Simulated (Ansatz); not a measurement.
Levels about the gap of amorphous IGZO (In8Ga8Zn8O32) (56 atoms in a cell of 760 Å³, 5.48 g/cm³; zone centre alone, so wide bands show as single levels with stretches between that a denser mesh fills), at the geometry that PBE relaxed, where it gives 0.1 GPa on a denser mesh. The participation number counts the atoms over which a state spreads; weights are charges in smoothed Voronoi cells. The levels come from a single point, so bond lengths are those of that geometry. Method of the levels: PBE, scalar-relativistic without spin-orbit coupling (Ansatz, an electronic-structure program). Sampling: the zone centre alone; Fermi-Dirac width 0.02 eV; no spin polarisation. At PBE the levels at the filled edge of the gap are localised (band-tail or defect states).

Preparation: random packing, a CHGNet melt and quench, and a DFT relaxation. O atoms were pushed apart under 1.9 Å during the dynamics, to hinder bonds among them. The hot cell started wider than the set density and was brought back towards it in steps. It is the lowest in DFT energy of 2 quenches. It is a model cell: composition and starting density were chosen by hand, and all elements were melted together. No dispersion term was used. Its density started from a set value of 5.47 and ended at 5.48 g/cm³. The simulated quench (nominally 340 K/ps over its main leg) is rapid and tends to freeze in more defects than a deposited or slowly cooled glass has. One small periodic cell is one sample of the glass; other quenches scatter about these values. The volume was free in the relaxation, at fixed shape. Stress components on the final sampling reach 2.1 GPa.

```
E - E(highest filled), eV  filling  participation number        largest on  weight O  weight In  weight Ga  weight Zn
-------------------------  -------  --------------------  ----------------  --------  ---------  ---------  ---------
-0.48                       filled                  10.7   O, 3 neighbours      0.90       0.03       0.01       0.06
-0.43                       filled                  19.7   O, 3 neighbours      0.91       0.02       0.02       0.05
-0.37                       filled                   7.3   O, 3 neighbours      0.92       0.03       0.01       0.04
-0.30                       filled                  16.2   O, 3 neighbours      0.88       0.03       0.01       0.08
-0.27                       filled                  20.6   O, 3 neighbours      0.83       0.02       0.01       0.13
-0.24                       filled                  12.7   O, 4 neighbours      0.85       0.03       0.01       0.11
0.00                        filled                   9.3   O, 3 neighbours      0.83       0.02       0.01       0.15
0.70                         empty                  47.1  In, 4 neighbours      0.51       0.21       0.13       0.15
2.81                         empty                   8.0  In, 4 neighbours      0.51       0.39       0.05       0.05
3.41                         empty                  25.2  In, 5 neighbours      0.55       0.24       0.11       0.10
3.79                         empty                  31.5  Ga, 4 neighbours      0.56       0.22       0.13       0.08
3.89                         empty                  32.0  Zn, 4 neighbours      0.55       0.21       0.07       0.17
4.04                         empty                  40.8  Ga, 4 neighbours      0.59       0.11       0.19       0.11
4.18                         empty                  40.9  In, 6 neighbours      0.58       0.12       0.16       0.14
```

Most localised among these is the filled level at -0.37 eV, on a O atom, which has 3 neighbours (In 2.09 Å, In 2.11 Å, In 2.17 Å).
